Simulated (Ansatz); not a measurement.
The starting structures come from a database of crystals and need not be the phases stable at ambient conditions.

 Where the default PAW files enter, the runs use the earlier of Ansatz's two default sets.

The decay constant κ of evanescent states in the gap governs leakage through a thin film.

Data:

```
Li2Se
1.0
    4.20876     0.00000     0.00000
   -2.10438     3.64490     0.00000
    2.10438     1.21497     3.43644
Li Se
2 1
Direct
  0.50000   0.25000   0.25000
  0.50000   0.75000   0.75000
  0.00000   0.00000   0.00000
```

Space group of this cell: Fm-3m, anti-fluorite. The cell is taken as given; by r2SCAN its mean pressure is 0.6 GPa.

Transport runs along the normal of the first two printed cell vectors, the (111) plane of the conventional cell.

The gap is the functional's own. No spin-orbit coupling. Mid-gap values are interpolated on the energy grid.

Problem. Give the band gap and the smallest decay constant κ at mid-gap that r2SCAN (Ansatz, an electronic-structure program) yields.

Solution. Gap 3.46 eV on a 10×10×10 mesh; κ = 0.253 1/Å, at the zone centre.
